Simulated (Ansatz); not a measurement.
Take BaTiO₃ (space group P4mm, No. 99; a = 3.985 Å, c = 4.204 Å) as the base. Axes: x, y, z lie along a, b, c of the conventional cell.

Level of theory: PBE (Ansatz, a first-principles code, PAW, no spin-orbit coupling), earlier PAW set.

Base values:

- Smallest direct gap: 2.39 eV
- Width of the top valence band: 1.39 eV

The change: uniaxial stress, 8 GPa compression along z; all other stress components relax to zero.

Q: How does this affect the smallest direct gap?

A: The smallest direct gap shrinks by 0.52 eV, from 2.39 eV to 1.87 eV.

Q: How does this affect the width of the top valence band?

A: The width of the top valence band falls by 0.40 eV (1.39 eV → 0.99 eV).

Load acts through the strain it causes; cell and atoms are relaxed under it. Beyond what the load breaks, stability against distortions was not tested. The final runs are not spin-polarised.
